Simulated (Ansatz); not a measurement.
An Ansatz (a first-principles code) input (PBEsol (Ansatz; PAW; 420 eV plane waves; without spin-orbit coupling)):

Ansatz 0.2 input:
```yaml
crystal:
  lattice:
    - [4.5039427219, 0, 0]
    - [-2.2519713609, 3.9005288143, 0]
    - [0, 0, 7.1066049137]
  atoms:
    - { symbol: Sb, position: [0.3333333333, 0.6666666667, 0.2241628026] }
    - { symbol: Sb, position: [0.6666666667, 0.3333333333, 0.7758371974] }
    - { symbol: Mg, position: [0, 0, 0] }
    - { symbol: Mg, position: [0.3333333333, 0.6666666667, 0.632609706] }
    - { symbol: Mg, position: [0.6666666667, 0.3333333333, 0.367390294] }
basis: { ecutwfc: 420, ecutrho_ratio: 4, xc_grid: 2, fft_grid_basis: typed }
kpoints: { mp_grid: { grid: [12, 12, 7] } }
hamiltonian:
  xc: pbesol
  dispersion: none
  pseudopotentials: { kind: paw }
scf: { occupations: { method: fermi_dirac, width: 0.05 }, convergence: { dr2_threshold: 0.0000000005 } }
relax: { f_tol: 0.005, max_steps: 50 }
output: { forces: true, stress: true }
checkpoint: { write: state.ck, write_every: 1000 }
```

**Question.** Which symmetry and how many k-points will the program report, and about how many plane waves at Γ?

**Answer.** Space group P-3m1 (ITA 164) with 12 operations, k-points 112 of 1008, and 2429 plane waves at Γ.

**Question.** And the final pressure?

**Answer.** 1.50 GPa (compression positive).

The cells carry an imposed strain or load. Whether these cells are dynamically stable was not tested. The cell was made from Mg3Sb2 (space group P-3m1, No. 164) by this change: isotropic strain −1.03 %.
